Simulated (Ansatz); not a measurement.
Levels about the gap of amorphous Al$_{28}$O$_{44}$Hf (73 atoms in a cell of 803 Å³, 3.39 g/cm³; zone centre alone, so wide bands show as single levels with stretches between that a denser mesh fills), at the geometry that PBE relaxed, where it gives 2.5 GPa on a denser mesh. The participation number counts the atoms over which a state spreads; weights are charges in smoothed Voronoi cells. The levels come from a single point, so bond lengths are those of that geometry. Method of the levels: PBE, scalar-relativistic without spin-orbit coupling (Ansatz, a quantum-chemistry and plane-wave program). Sampling: the zone centre alone; Fermi-Dirac width 0.02 eV; no spin polarisation. At PBE the levels at the filled edge of the gap are localised (band-tail or defect states), and the nearest spread-out levels lie 4.0 eV apart at the zone centre.

A CHGNet melt-quench gave the starting glass, which DFT then relaxed. O atoms were pushed apart under 1.9 Å during the dynamics, to hinder bonds among them. The hot cell started wider than the set density and was brought back towards it in steps. It is the lowest in DFT energy of 2 quenches. It is a model cell: composition and starting density were chosen by hand, and all elements were melted together. No dispersion term was used. Its density started from a set value of 3.39 and ended at 3.39 g/cm³. The quench (nominally 410 K/ps over its main leg) was far faster than any real one, so the model tends to hold more defects than a real film. One small periodic cell is one sample of the glass; other quenches scatter about these values. The volume was held where the preparation left it, at a PBE pressure of 2.5 GPa. Stress components on the final sampling reach 4.8 GPa.

| E - E(highest filled), eV | filling | participation number | largest on | weight O | weight Hf | weight Al |
|---|---|---|---|---|---|---|
| -0.71 | filled | 8.6 | O, 3 neighbours | 0.95 | 0.00 | 0.05 |
| -0.66 | filled | 7.5 | O, 2 neighbours | 0.94 | 0.00 | 0.06 |
| -0.61 | filled | 13.7 | O, 3 neighbours | 0.95 | 0.00 | 0.05 |
| -0.51 | filled | 8.0 | O, 3 neighbours | 0.95 | 0.00 | 0.05 |
| -0.48 | filled | 12.0 | O, 3 neighbours | 0.95 | 0.00 | 0.04 |
| -0.33 | filled | 3.6 | O, 2 neighbours | 0.94 | 0.00 | 0.06 |
| 0.00 | filled | 4.7 | O, 3 neighbours | 0.95 | 0.00 | 0.05 |
| 3.24 | empty | 59.9 | Hf, 7 neighbours | 0.58 | 0.04 | 0.38 |
| 4.29 | empty | 3.9 | Hf, 7 neighbours | 0.38 | 0.49 | 0.13 |
| 4.96 | empty | 2.8 | Hf, 7 neighbours | 0.36 | 0.58 | 0.06 |
| 5.17 | empty | 24.6 | Al, 4 neighbours | 0.56 | 0.04 | 0.40 |
| 5.42 | empty | 36.0 | Hf, 7 neighbours | 0.56 | 0.07 | 0.36 |
| 5.63 | empty | 40.0 | Al, 4 neighbours | 0.59 | 0.03 | 0.37 |
| 5.83 | empty | 27.5 | Hf, 7 neighbours | 0.54 | 0.12 | 0.34 |

Most localised among these is the empty level at +4.96 eV, on a Hf atom, which has 7 neighbours (O 2.08 Å, O 2.15 Å, O 2.18 Å, O 2.19 Å, O 2.20 Å, O 2.24 Å, O 2.30 Å).
